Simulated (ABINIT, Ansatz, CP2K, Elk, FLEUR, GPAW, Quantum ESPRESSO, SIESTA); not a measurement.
## NaI (Fm-3m, 2 atoms in the cell) computed with different codes at matched settings

Self-consistent single point.

```xyz
2
Lattice="0.0000 3.2350 3.2350 3.2350 0.0000 3.2350 3.2350 3.2350 0.0000" Properties=species:S:1:pos:R:3 pbc="T T T"
Na     0.0000     0.0000     0.0000
I      3.2350     3.2350     3.2350
```

All programs got the same cell, k-point mesh and kind of occupations (in Ansatz's words: kpoints.mp_grid.grid = 9 9 9; scf.occupations.method = fermi_dirac; scf.occupations.width = 0.05 eV); potentials, basis and cutoffs are each program's usual ones.

```
code                                                                                                                                model  pressure (GPa)  gap on the mesh (eV)  k-points           cutoff
----------------  -----------------------------------------------------------------------------------------------------------------------  --------------  --------------------  --------  ---------------
FLEUR                                                                        PBE, all-electron FLAPW (FLEUR), scalar-relativistic valence               –                 3.685        35  Kmax 3.8 1/bohr
CP2K                                                              PBE, GPW, DZVP-MOLOPT-SR-GTH basis, GTH-PBE potentials (GTH_POTENTIALS)            0.51                 3.598       365      grid 950 Ry
GPAW                                                                                         PBE, GPAW PAW datasets PBE (gpaw-data 1.0.1)            0.46                 3.662        35           800 eV
ABINIT                                                           PBE, norm-conserving pseudopotentials (PseudoDojo nc-sr-05 PBE standard)            0.43                 3.640        35            44 Ha
SIESTA            GGA PBE, numerical atomic orbitals DZP, PseudoDojo PBE standard norm-conserving potentials (rewritten from UPF to PSML)           -0.27                 3.832       365      grid 300 Ry
Quantum ESPRESSO                                                                        PBE, SSSP 1.1.2 efficiency (PBE) pseudopotentials            0.46                 3.643        35            40 Ry
Ansatz                                                                                                             PBE, default PAW files            0.43                 3.648        35           420 eV
Elk                                        PBE, all-electron FP-LAPW, Elk's shipped species files, APW+lo basis with extra local orbitals               –                 3.624        35       rgkmax 7.5
```

A dash marks a value that a program does not give, or that is left out as unsure.

Gaps are read on the mesh.

The spread over the programs that give each value: pressure within 0.78 GPa; gap on the mesh within 0.234 eV.

The starting cell has typed, rounded lattice constants, without a prior relaxation at this level. On Ansatz's run: Spin-orbit coupling is off.

Problem. Why do the programs differ, and what cannot be compared?

Solution. Differences of this kind can come from the potentials, where these differ, and from what each basis and cutoff leave unconverged. The valence holds different numbers of electrons (FLEUR 26, CP2K 16, GPAW 14, ABINIT 16, SIESTA 16, Quantum ESPRESSO 16, Ansatz (a first-principles code) 26). The zero of total energies and Fermi levels follows the potentials and each program's conventions, so they are not compared here. CP2K and SIESTA use small atom-centred bases, whose incompleteness enters pressures, forces and empty levels differently from a plane-wave cutoff. FLEUR and Elk treat all electrons, but the usual bases taken here (sphere radii, linearisation, local orbitals, empty states) were not tested for convergence, so the values are no reference for the others. Ansatz's pressure is given at a fixed set of plane waves, as the other plane-wave codes print theirs. The programs reduce the same mesh by symmetry to different extents, which changes the work and not the result. In the gap, SIESTA (by 0.187) lies more than 0.12 eV from the median of the plane-wave programs.

Keys are those of Ansatz 0.2.
